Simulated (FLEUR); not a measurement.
A self-consistent single point of Si (Fd-3m, 2 atoms in the cell) with FLEUR.

Method of the run: PBE, all-electron FLAPW (FLEUR), scalar-relativistic valence.

The change in words: lattice scaled by 0.98. Reference geometry:
```
CELL_PARAMETERS angstrom
      0.00000     2.71550     2.71550
      2.71550     0.00000     2.71550
      2.71550     2.71550     0.00000
ATOMIC_POSITIONS crystal
  Si 0.00000 0.00000 0.00000
  Si 0.25000 0.25000 0.25000
```

Reference input (self-consistent single point, DFT, PBE, all-electron FLAPW (FLEUR), scalar-relativistic valence): Kmax = 3.9 1/bohr; GmaxXC = 13.7 1/bohr; xcFunctional = pbe; jspins = 1; l_soc = F; mode = hist; fermiSmearingEnergy = 0.00036749 Htr; mesh (inpgen div1-3) = 7 7 7; inpgen gamma flag = false; Gmax = 13.7 1/bohr; numbands = 0; maxIterBroyd = 99. This run's input differs from it in these lines:

```diff
@@ -3,5 +3,5 @@
 &input film=f /
-0.0000000000 5.1315512914 5.1315512914
-5.1315512914 0.0000000000 5.1315512914
-5.1315512914 5.1315512914 0.0000000000
+0.0000000000 5.0289202656 5.0289202656
+5.0289202656 0.0000000000 5.0289202656
+5.0289202656 5.0289202656 0.0000000000
 1.0
@@ -43,5 +43,5 @@
          <bravaisMatrix>
-            <row-1>    0.0000000000000000     5.1315512914000001     5.1315512914000001</row-1>
-            <row-2>    5.1315512914000001     0.0000000000000000     5.1315512914000001</row-2>
-            <row-3>    5.1315512914000001     5.1315512914000001     0.0000000000000000</row-3>
+            <row-1>    0.0000000000000000     5.0289202656000001     5.0289202656000001</row-1>
+            <row-2>    5.0289202656000001     0.0000000000000000     5.0289202656000001</row-2>
+            <row-3>    5.0289202656000001     5.0289202656000001     0.0000000000000000</row-3>
          </bravaisMatrix>
```

Output, abridged:

```
 Iteration:     1   Distance:       8.87884185 me/bohr^3
 Iteration:     2   Distance:       8.37708664 me/bohr^3
 Iteration:     3   Distance:       1.07168684 me/bohr^3
 Iteration:     4   Distance:       0.54202786 me/bohr^3
 Iteration:     5   Distance:       0.24297206 me/bohr^3
   [... 3 lines left out ...]
 Iteration:     9   Distance:       0.00252947 me/bohr^3
 Iteration:    10   Distance:       0.00020350 me/bohr^3
 Iteration:    11   Distance:       0.00002600 me/bohr^3
 Iteration:    12   Distance:       0.00000827 me/bohr^3
 Run finished successfully
 Stop message:
   Structural relaxation: Done

[file out, last iteration]
             iter=     13
[...]
          total density-effective poten   -8.9744922308E+02
          total charge density-energy d   -4.1798149258E+01
 Updated energy parameters for spin:           1
[...]
 fermi energy and band-weighting factors:

[...]
FERMIE:
          first approx. to ef    (T=0)  :   0.243138 htr   (energy of the highest occ. eigenvalue)
          number of occ. states  (T=0)  :         80
          first approx. to seigv (T=0)  :   0.402929 htr
          sum of weights of occ. states :   4.000000
          sum of semicore charge        :   0.000000 e
FERHIS:  Fermi-Energy by histogram:
          bandgap                     :   0.016770 htr
   [... lines left out ...]
          charge neutrality (T=0)     :   0.000000    (zero if the highest occ. eigenvalue is "entirely" occupied)
 Direct bandgap for spin            1 :    9.4918747404117043E-002  Htr
   [... lines left out ...]
 ---->    (input%tkb*entropy) TS=              0.0000000000 htr
 ---->    free energy=                      -580.0686031872 htr
      extrapolation for T->0
 ---->    total electron energy=            -580.0686031872 htr
 ***** TOTAL FORCES ON ATOMS *****
 TOTAL FORCE FOR ATOM TYPE=  1  X= -1.257   Y= -1.257   Z= -1.257
                       FX_TOT= 0.000000 FY_TOT= 0.000000 FZ_TOT= 0.000000
 Structural relaxation: Done
```

The run converged in 12 iterations. FLEUR gives forces in its relaxation mode, with a further iteration, so its stop message speaks of a relaxation. Against the reference run the free energy goes up by 38.3 meV/atom and the gap on the mesh goes from 0.574 to 0.456 eV.

The starting cell has typed, rounded lattice constants, without a prior relaxation at this level. For this run, on top of that: lattice scaled by 0.98. Values depend on the basis (sphere radii, cutoffs, local orbitals), which need not be converged.
